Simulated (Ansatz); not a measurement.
HgSe: response to strain

The reference is HgSe in the zinc blende structure (space group F-43m, No. 216; a = 6.0630 Å). Axes: x, y, z lie along the cube axes.

Strains are applied to the cell and any free atomic positions relax.

Calculations: Kohn–Sham DFT with the LDA functional, run in Ansatz (a first-principles code) with PAW and 420 eV plane waves, without spin-orbit coupling.

Notes on the quantities. energy relative to the base: free energy F.

```
change                       shortest interatomic distance  energy relative to the base
---------------------------  -----------------------------  ---------------------------
base                                               2.625 Å                   0 meV/atom
tensor shear ε_xy = +1.71 %                        2.626 Å                +2.4 meV/atom
tensor shear ε_xy = +0.86 %                        2.626 Å                          [?]
tensor shear ε_xy = +1.43 %                        2.626 Å                +1.7 meV/atom
tensor shear ε_xy = +0.29 %                        2.625 Å                +0.1 meV/atom
tensor shear ε_xy = +1.14 %                        2.626 Å                +1.1 meV/atom
tensor shear ε_xy = +2.00 %                        2.626 Å                +3.2 meV/atom
tensor shear ε_xy = +0.57 %                        2.625 Å                +0.3 meV/atom
```

### Question
Complete the table.

### Answer

- tensor shear ε_xy = +0.86 %, energy relative to the base: +0.6 meV/atom

Stability against distortions was not tested. The final runs are not spin-polarised.
